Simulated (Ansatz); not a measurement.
The starting structures come from a database of crystals and need not be the phases stable at ambient conditions.

By PBEsol, the system below comes out a metal.

Here is the system:

```yaml
crystal:
  lattice:
    - [3.51288, -0.10854, 0.00000]
    - [0.32540, 4.89764, 0.00000]
    - [-1.59374, 2.50309, 1.71323]
  atoms:
    - { symbol: P, position: [0.53139, 0.76570, 0.00000] }
    - { symbol: P, position: [0.46861, 0.23430, 0.00000] }
```

The cell was relaxed by PBE-D3(BJ); by PBEsol it stands under a pressure of 1.5 GPa.

The current flows along the normal of the first two printed cell vectors, the (110) plane of the conventional cell. No spin-orbit coupling; the value is a mean over 0.1 eV about the Fermi level.

Task: State the ballistic conductance per area according to PBEsol (Ansatz, a first-principles code).

Result: 0.41 × 10¹⁵ S/m² for both spins.
